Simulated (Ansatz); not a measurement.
Consider Y in the hcp (Mg type) structure (space group P6_3/mmc, No. 194; a = 3.5943 Å, c = 5.6099 Å; relaxed with 0.1 eV smearing).

Calculations: PBEsol (Ansatz, an electronic-structure program), no SOC.

For the base:

| Property | Result |
|---|---|
| Pressure | 0.0 GPa |
| Band gap | zero |

It is then changed as follows: every lattice vector is stretched by 2.50 %; the atoms relax in the strained cell.

### Question
What does the calculation give for the pressure after the change?

### Answer
The pressure (mean of the normal stresses, compression positive) goes from zero to -2.8 GPa.

### Question
Predict the new energy relative to the base.

### Answer
The energy goes up by 22 meV/atom.

### Question
How does this affect the band gap?

### Answer
The band gap remains zero.

Stability against distortions was not tested. All final runs are without spin polarisation.
